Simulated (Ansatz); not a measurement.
The parent structure is W in the fcc (Cu type) structure (space group Fm-3m, No. 225; a = 3.998 Å). Axes: x, y, z lie along the cube axes.

Calculations: PBEsol/PAW in Ansatz (a quantum-chemistry and plane-wave program), spin-orbit coupling left out.

Before the change:

```
Property                        Result
-----------------------------  -------
Band gap                          zero
Shortest interatomic distance  2.827 Å
```

Modification: a free-standing slab of 3 layers (3 atoms, 1 a layer) is cut normal to [111], with 15 Å of vacuum and the in-plane cell held at bulk.

Q: What does the calculation give for the excess energy per area of both faces after the change?

A: The excess energy per area of both faces (slab less bulk energy over the cell's area: twice a surface energy) is 5.9 J/m² (uncertain by up to 0.07 J/m²).

Q: What happens to the band gap?

A: The band gap stays zero.

Q: Estimate the effect on the shortest interatomic distance.

A: The shortest interatomic distance is still 2.827 Å.

The excess energy carries the mismatch between the slab's and the bulk's meshes. No phonon test of stability was made. All final runs are without spin polarisation. This is not the structure that W has at room temperature and ambient pressure.
